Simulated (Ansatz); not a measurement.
The parent structure is Li in the bcc (W type) structure (space group Im-3m, No. 229; a = 3.434 Å; relaxed with 0.1 eV smearing). Axes: x, y, z lie along the cube axes.

Calculations: Ansatz (an electronic-structure program) PBEsol, no spin-orbit coupling.

Before the change:

| Quantity | Value |
|---|---|
| Shortest interatomic distance | 2.974 Å |

It is then changed as follows: the cell is compressed by 2.50 % along z with no lateral relaxation; the atoms relax in the strained cell.

### Question
Estimate the effect on the stress, shortest interatomic distance and energy relative to the base.

### Answer
The stress (xx, yy, zz, yz, xz, xy; compression positive) amounts to (0.4, 0.4, 0.4, 0.0, 0.0, 0.0) GPa; the shortest interatomic distance decreases by 0.0246 Å, from 2.974 Å to 2.950 Å; the energy rises by 0.6 meV/atom.

Stability against distortions was not tested.
